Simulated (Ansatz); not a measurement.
System: Ge (model structure, within 0.1 Å of Fd-3m, No. 227, 2 atoms in the cell; like a known high-pressure phase). Method: r²SCAN+rVV10 (Ansatz, a quantum-chemistry and plane-wave program, PAW).

Numerical settings: plane-wave cutoff 560 eV, 12×12×8 k mesh (along the axes of the cell as run), Fermi–Dirac smearing 0.01 eV, scalar-relativistic PAW data made under PBE.

Cell (relaxed at this level):

```xyz
2
Lattice="3.4624 -1.9995 -0.0254 3.4624 1.9995 -0.0254 -2.2864 0.0000 3.2820" Properties=species:S:1:pos:R:3 pbc="T T T"
Ge     5.7735     0.0000     0.3659
Ge    -1.1351     0.0000     2.8654
```

### Question
Predict the band gap.

### Answer

* **band gap**: 0.44 eV (on the SCF k mesh)

Spin–orbit coupling is not included.

The computed numbers hold no vibrational or temperature effects.

Computing time: about 11 core-minutes (a rough figure).

A model structure was made by putting elements into a prototype or built by hand; here it ended with the formula and space group of a phase in our tables.
